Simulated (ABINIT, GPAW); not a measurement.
A GPAW input for a self-consistent single point of FeCo (Pm-3m, 2 atoms in the cell) (DFT PBE, plane waves, GPAW PAW datasets PBE (gpaw-data 1.0.1)):

```python
from ase import Atoms
from ase.units import GPa
from gpaw import GPAW, PW

atoms = Atoms(['Fe', 'Co'],
              cell=[[2.786792, 0.000000, 0.000000],
                    [0.000000, 2.786792, 0.000000],
                    [0.000000, 0.000000, 2.786792]],
              scaled_positions=[[0.000000, 0.000000, 0.000000],
                                [0.500000, 0.500000, 0.500000]],
              pbc=True)

atoms.set_initial_magnetic_moments([4.0, 3.0])

calc = GPAW(spinpol=True,
            mode=PW(800),
            xc='PBE',
            kpts={'size': (16, 16, 16), 'gamma': True},
            occupations={'name': 'methfessel-paxton', 'width': 0.05, 'order': 0},
            nbands=-8,
            symmetry={'symmorphic': False, 'tolerance': 0.0005},
            maxiter=150)

atoms.calc = calc

energy = atoms.get_potential_energy()
print('Energy (eV):', round(energy, 6))
forces = atoms.get_forces()
print('Forces (eV/Ang):')
print(forces.round(5))
stress = atoms.get_stress()
print('Stress (GPa, Voigt):', (stress / GPa).round(4))
```

Question: Give the ABINIT input for the same structure, mesh, smearing and functional.

Answer: This is the input that was run; spellings and numerical settings could be chosen otherwise.

```
# FeCo, PseudoDojo nc-sr-05 PBE standard
pp_dirpath "./"
pseudos "Fe.upf, Co.upf"
acell 2.7867920000 2.7867920000 2.7867920000 Angstrom
rprim
         1.0000000000    0.0000000000    0.0000000000
         0.0000000000    1.0000000000    0.0000000000
         0.0000000000    0.0000000000    1.0000000000
natom 2
ntypat 2
znucl 26 27
typat 1 2
xcart
         0.0000000000    0.0000000000    0.0000000000
         1.3933960000    1.3933960000    1.3933960000
      Angstrom
ecut 1306 eV
nsppol 2
spinat
      0 0 4
      0 0 3
occopt 7
tsmear 0.05 eV
nband 27
kptopt 1
ngkpt 16 16 16
nshiftk 1
shiftk 0 0 0
nstep 100
tolvrs 1.0e-10
prtwf 0
prtden 0
enunit 2
```

Basis, cutoffs, solver keys and any potentials are the target program's own. This input uses DFT, PBE, plane waves, norm-conserving pseudopotentials (PseudoDojo nc-sr-05 PBE standard). Both were run: pressure 15.24 GPa in GPAW and 14.54 in ABINIT; size of the net moment 2.22 μB/atom in GPAW and 2.26 in ABINIT.

On ABINIT: the starting cell comes from a database of computed structures (which also holds hypothetical and non-ambient phases and stackings), without a prior relaxation at this level. Its lattice was rescaled by a random factor within 2.5 % of one. The magnetic order is the one reached from the typed start; others were not searched systematically. With a pressure of about 15 GPa the cell is away from its equilibrium volume at this level.

On GPAW: the starting cell comes from a database of computed structures (which also holds hypothetical and non-ambient phases and stackings), without a prior relaxation at this level. Its lattice was rescaled by a random factor within 2.5 % of one. The magnetic order is the one reached from the typed start; others were not searched systematically. With a pressure of about 15 GPa the cell is away from its equilibrium volume at this level.
